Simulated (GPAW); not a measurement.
# GPAW run on FeCo (Pm-3m, 2 atoms in the cell): self-consistent single point

Method of the run: PBE, GPAW PAW datasets PBE (gpaw-data 1.0.1) (plane waves; GPAW).

Input as run:

```python
from ase import Atoms
from ase.units import GPa
from gpaw import GPAW

atoms = Atoms(['Fe', 'Co'],
              cell=[[2.839030, 0.000000, 0.000000],
                    [0.000000, 2.839030, 0.000000],
                    [0.000000, 0.000000, 2.839030]],
              scaled_positions=[[0.000000, 0.000000, 0.000000],
                                [0.500000, 0.500000, 0.500000]],
              pbc=True)

atoms.set_initial_magnetic_moments([4.0, 3.0])

calc = GPAW(spinpol=True,
            mode={'name': 'pw', 'ecut': 850},
            xc='PBE',
            kpts=(15, 15, 15),
            occupations={'name': 'methfessel-paxton', 'width': 0.2, 'order': 0},
            nbands=-10,
            symmetry={'symmorphic': False, 'tolerance': 0.0005},
            maxiter=100,
            txt='-')

atoms.calc = calc

energy = atoms.get_potential_energy()
print('Energy (eV):', round(energy, 6))
forces = atoms.get_forces()
print('Forces (eV/Ang):')
print(forces.round(5))
stress = atoms.get_stress()
print('Stress (GPa, Voigt):', (stress / GPa).round(4))
```

Output, abridged:

```
Input parameters:
  kpts: [15 15 15]
  maxiter: 100
  mode: {ecut: 850,
         name: pw}
  nbands: -10
  occupations: {name: methfessel-paxton,
                order: 0,
                width: 0.2}
  spinpol: True
  symmetry: {symmorphic: False,
             tolerance: 0.0005}
  xc: PBE

species:
  Fe:
    name: Iron
    Z: 26.0
    valence: 8
    core: 18
    charge: 0.0
    file: Fe.PBE.gz

    # Using partial waves for Fe as LCAO basis

  Co:
    name: Cobalt
    Z: 27.0
    valence: 9
    core: 18
    charge: 0.0
    file: Co.PBE.gz

    # Using partial waves for Co as LCAO basis

Reference energy: -72522.164506  # eV

Spin-polarized calculation.
Initial magnetic moment: 7.000000

Convergence criteria:
 Maximum [total energy] change in last 3 cyles: 0.0005 eV / valence electron
 Maximum integral of absolute [dens]ity change: 0.0001 electrons / valence electron
 Maximum integral of absolute [eigenst]ate change: 4e-08 eV^2 / valence electron
 Maximum number of scf [iter]ations: 100

Symmetries present (total): 48
Symmetries with fractional translations: 0
3375 k-points: 15 x 15 x 15 Monkhorst-Pack grid
120 k-points in the irreducible part of the Brillouin zone
       k-points in crystal coordinates                weights
   0:     0.00000000    0.00000000    0.00000000          1/3375
   1:     0.06666667    0.00000000    0.00000000          6/3375
   2:     0.06666667    0.06666667    0.00000000         12/3375
   [... 7 lines left out ...]
          ...
 119:     0.46666667    0.46666667    0.46666667          8/3375

Wave functions: Plane wave expansion
  Cutoff energy: 850.000 eV
  Number of coefficients (min, max): 1266, 1328
  Pulay-stress correction: 0.000000 eV/Ang^3 (de/decut=0.000000)

Occupation numbers: Methfessel-Paxton:
  width: 0.2000  # eV
  order: 0

Eigensolver

Densities:
  Coarse grid: 20*20*20 grid
  Fine grid: 40*40*40 grid
  Total Charge: 0.000000

Density mixing:
  Method: difference
  Backend: pulay
  Linear mixing parameter: 0.05
  old densities: 5
  Damping of long wavelength oscillations: 50

Hamiltonian:
  XC and Coulomb potentials evaluated on a 40*40*40 grid
  External potential:
    NoExternalPotential

XC parameters: PBE with 2 nearest neighbor stencil

Number of atoms: 2
Number of atomic orbitals: 18
Number of bands in calculation: 22
Number of valence electrons: 17
Bands to converge: occupied

Density initialized from atomic densities
  18 bands from LCAO basis set
  4 bands from random numbers

Atomic positions and initial magnetic moments

Positions:
   0 Fe     0.000000    0.000000    0.000000    ( 0.0000,  0.0000,  4.0000)
   1 Co     1.419515    1.419515    1.419515    ( 0.0000,  0.0000,  3.0000)

Unit cell:
           periodic     x           y           z      points  spacing
  1. axis:    yes    2.839030    0.000000    0.000000    20     0.1420
  2. axis:    yes    0.000000    2.839030    0.000000    20     0.1420
  3. axis:    yes    0.000000    0.000000    2.839030    20     0.1420

  Lengths:   2.839030   2.839030   2.839030
  Angles:   90.000000  90.000000  90.000000

Effective grid spacing dv^(1/3) = 0.1420

     iter     time        total  log10-change:  magmom
                         energy   eigst   dens
iter:   1 --:--:--   -16.996552                   +7.0116
iter:   2 --:--:--   -17.395540   -1.37  -1.48    +5.5314
iter:   3 --:--:--   -17.460463   -2.18  -1.53    +4.6355
iter:   4 --:--:--   -17.592601   -2.40  -1.72    +4.5768
iter:   5 --:--:--   -17.533961   -3.21  -1.69    +4.5616
iter:   6 --:--:--   -17.788638   -2.28  -1.80    +4.5375
iter:   7 --:--:--   -17.478377   -2.65  -1.63    +4.5276
iter:   8 --:--:--   -17.479170   -3.84  -2.92    +4.5267
iter:   9 --:--:--   -17.486016c  -4.37  -2.96    +4.5202
iter:  10 --:--:--   -17.476669   -4.50  -2.39    +4.5328
iter:  11 --:--:--   -17.491106   -3.79  -2.86    +4.4940
iter:  12 --:--:--   -17.478745   -4.39  -2.20    +4.4888
iter:  13 --:--:--   -17.483062   -5.32  -2.40    +4.4904
iter:  14 --:--:--   -17.485563c  -5.25  -2.32    +4.4909
iter:  15 --:--:--   -17.476686   -4.45  -2.31    +4.4905
iter:  16 --:--:--   -17.477210   -4.28  -2.63    +4.4904
iter:  17 --:--:--   -17.475552c  -4.97  -2.94    +4.4909
iter:  18 --:--:--   -17.476249c  -5.59  -3.31    +4.4921
iter:  19 --:--:--   -17.479035c  -5.05  -3.18    +4.5001
iter:  20 --:--:--   -17.480941c  -4.35  -3.26    +4.5208
iter:  21 --:--:--   -17.485590c  -4.05  -2.72    +4.5186
iter:  22 --:--:--   -17.479654c  -4.61  -2.40    +4.5210
iter:  23 --:--:--   -17.479362c  -5.89  -3.62    +4.5228
iter:  24 --:--:--   -17.464494   -3.73  -3.55    +4.5690
iter:  25 --:--:--   -17.481900   -3.53  -2.24    +4.5046
iter:  26 --:--:--   -17.481992   -4.90  -2.62    +4.4994
iter:  27 --:--:--   -17.480781c  -5.67  -2.53    +4.4996
iter:  28 --:--:--   -17.478825c  -4.85  -2.65    +4.4993
iter:  29 --:--:--   -17.478915c  -6.80  -3.74    +4.4996
iter:  30 --:--:--   -17.480456c  -4.91  -3.74    +4.5084
iter:  31 --:--:--   -17.480665c  -5.44  -3.18    +4.5133
iter:  32 --:--:--   -17.480308c  -5.58  -3.03    +4.5139
iter:  33 --:--:--   -17.481057c  -5.38  -3.82    +4.5139
iter:  34 --:--:--   -17.480754c  -6.64  -2.85    +4.5142
iter:  35 --:--:--   -17.480966c  -6.85  -2.98    +4.5144
iter:  36 --:--:--   -17.480288c  -5.34  -2.89    +4.5143
iter:  37 --:--:--   -17.480285c  -7.14  -4.37c   +4.5144
iter:  38 --:--:--   -17.480347c  -6.65  -4.38c   +4.5123
iter:  39 --:--:--   -17.480315c  -5.70  -3.77    +4.5073
iter:  40 --:--:--   -17.480292c  -6.57  -3.33    +4.5084
iter:  41 --:--:--   -17.480509c  -5.92  -3.79    +4.5082
iter:  42 --:--:--   -17.480304c  -6.14  -3.08    +4.5086
iter:  43 --:--:--   -17.480288c  -7.11  -3.57    +4.5087
iter:  44 --:--:--   -17.480289c  -6.89  -3.81    +4.5088
iter:  45 --:--:--   -17.480276c  -7.85c -4.33c   +4.5087

Converged after 45 iterations.

Dipole moment: (0.000000, 0.000000, -0.000000) |e|*Ang

Total magnetic moment: (0.000000, 0.000000, 4.508721)
Local magnetic moments:
   0 Fe ( 0.000000,  0.000000,  2.769662)
   1 Co ( 0.000000,  0.000000,  1.828246)

Energy contributions relative to reference atoms: (reference = -72522.164506)

Kinetic:        +19.107933
Potential:      -15.783741
External:        +0.000000
XC:             -20.815158
Entropy (-ST):   -0.028308
Local:           +0.024844
SIC:             +0.000000
--------------------------
Free energy:    -17.494430
Extrapolated:   -17.480276

Spin contamination: 0.134920 electrons
Showing only first 2 kpts
                      Up                     Down
 Kpt  Band  Eigenvalues  Occupancy  Eigenvalues  Occupancy
  0     6      8.48707    1.00000     11.32101    0.00000
  0     7      8.48707    1.00000     11.32101    0.00000
  0     8      9.62513    1.00000     12.04953    0.00000
  0     9      9.62513    1.00000     12.04953    0.00000

  1     6      8.44982    1.00000     11.27222    0.00000
  1     7      8.50168    1.00000     11.33935    0.00000
  1     8      9.55412    1.00000     11.95337    0.00000
  1     9      9.55412    1.00000     11.95337    0.00000

Fermi level: 10.48928

No gap
No difference between direct/indirect transitions
Energy (eV): -17.480276

Forces in eV/Ang:
  0 Fe    0.00000    0.00000    0.00000
  1 Co    0.00000    0.00000    0.00000

Stress tensor:
    -0.015499     0.000000     0.000000
     0.000000    -0.015499     0.000000
     0.000000     0.000000    -0.015499
Stress (GPa, Voigt): [-2.4832 -2.4832 -2.4832  0.      0.      0.    ]
```

The run converged in 45 iterations. GPAW prints stress with tension positive.

The starting cell comes from a database of computed structures (which also holds hypothetical and non-ambient phases and stackings), without a prior relaxation at this level. The magnetic order is the one reached from the typed start; others were not searched systematically.

Cost on one core of a shared machine: roughly 3 min.
